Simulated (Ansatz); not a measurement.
# (Ru,Rh): RhRu

A 32-atom cell of (Ru,Rh) started in the hexagonal close-packed structure, site fractions Ru 0.500, Rh 0.500, short-range order 0.00 among the nearest mixed sites of the first mixed sublattice (0 is random, a negative value favours unlike neighbours), space group P1 at the end.

All values below come from PBE (plane waves to 420 eV, PAW; Ansatz, an electronic-structure program). No spin–orbit coupling; the runs are not spin-polarised. Its k-point mesh 5×5×5, Fermi–Dirac width 0.05 eV.

```
Item                                                                                              Value
---------------------------------------------------------  --------------------------------------------
volume per atom                                                                                13.91 Å³
Rh–Ru bonds (within 1.22 times the sum of covalent radii)  2.703 Å on average, from 2.641 to 2.769 (96)
Rh–Rh bonds (within 1.22 times the sum of covalent radii)  2.709 Å on average, from 2.651 to 2.758 (48)
Ru–Ru bonds (within 1.22 times the sum of covalent radii)  2.685 Å on average, from 2.632 to 2.743 (48)
```

```xyz
32
Lattice="1.3629 -7.0814 -4.3240 -1.3608 7.0798 -4.3207 6.8144 2.3622 4.3211" Properties=species:S:1:pos:R:3 pbc="T T T"
Rh     1.3819    -0.8042    -3.2446
Rh    -0.0132     1.5698    -3.2505
Rh     1.3505    -5.5090    -3.2360
Ru     2.7417     6.3015    -3.2539
Rh     2.7410     1.5803    -3.2420
Ru     2.7371     1.5793     1.0807
Rh     1.3720     3.9466    -3.2628
Rh     2.7257    -3.1463    -3.2171
Rh     0.0119     6.2800    -3.2405
Ru     6.7900    -0.7954     1.0973
Rh     5.4431     1.5584     1.0668
Ru     4.0925     3.9374    -3.2578
Rh     4.0922     3.9475     1.0970
Ru     4.1097    -0.7780    -3.2266
Ru     5.4223     6.2925     1.0642
Ru     5.4472     1.5571    -3.2314
Ru     2.7500    -1.5729    -1.0819
Rh     1.3717     0.7891    -1.0681
Rh     1.3557     0.8014    -5.4192
Ru     4.0875     5.4896    -1.0970
Ru     4.0882     0.7834    -1.0817
Rh     4.0896     0.7830    -5.4029
Rh     2.7411     3.1671    -1.0785
Ru     4.0922    -3.9141    -1.0826
Ru     2.7578    -1.5699    -5.4037
Ru    -0.0116     3.1503    -5.3991
Rh     6.8192     0.7742     3.2474
Ru     5.4457     3.1491    -1.1112
Ru     6.8000    -3.9374    -1.0544
Ru     5.4437    -1.5804    -1.0669
Rh     1.3459    -3.9192    -5.4069
Rh     6.8032     0.7785    -1.0934
```
